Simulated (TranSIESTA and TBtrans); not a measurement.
**Ag chain with one Rh atom in place of Ag**

Device: Ag chain with one Rh atom in place of Ag. Leads: straight Ag chain, spacing 2.517 Å. Geometry: 3 atoms about the centre moved by SIESTA (PBE, DZP) to a largest force of 0.02 eV/Å, all others as built, motion along the axis alone.

TranSIESTA and TBtrans, PBE, DZP numerical orbitals (energy shift 0.15 eV), PseudoDojo norm-conserving scalar-relativistic potentials, mesh cutoff 200 Ry, 300 K, spin-polarised (collinear), no spin-orbit coupling; self-consistent non-equilibrium Green functions.

| Item | Result |
|---|---|
| Conductance at 300 K (G0 = 2e²/h) | 0.98 |
| Mean T from −0.5 to 0.5 eV | 0.92 |

Energies count from the leads' Fermi level. Transmissions are for each spin. The energy step is 0.01 eV; narrower resonances are cut or missed.

```csv
E (eV),T up,T down,lead channels up,down
-1.95,1.52,0.94,3,3
-1.80,1.31,0.79,3,3
-1.65,0.99,0.57,3,3
-1.50,0.59,0.32,3,3
-1.35,0.17,0.14,1,1
-1.20,0.63,0.97,1,1
-1.05,0.91,0.99,1,1
-0.90,0.96,0.99,1,1
-0.75,0.97,1.00,1,1
-0.60,0.98,1.00,1,1
-0.45,0.99,1.00,1,1
-0.30,0.99,1.00,1,1
-0.15,0.99,0.99,1,1
0.00,0.99,0.97,1,1
0.15,1.00,0.93,1,1
0.30,1.00,0.79,1,1
0.45,1.00,0.19,1,1
0.60,1.00,0.53,1,1
0.75,1.00,0.88,1,1
0.90,1.00,0.96,1,1
1.05,1.00,0.98,1,1
1.20,1.00,0.99,1,1
1.35,1.00,0.99,1,1
1.50,1.00,0.99,1,1
1.65,1.00,1.00,1,1
1.80,1.00,1.00,1,1
1.95,1.00,1.00,1,1
```

Moments were seeded on the central atoms alone, and one start was tried. The straight chain is held at its spacing; free chains may zigzag or dimerise.
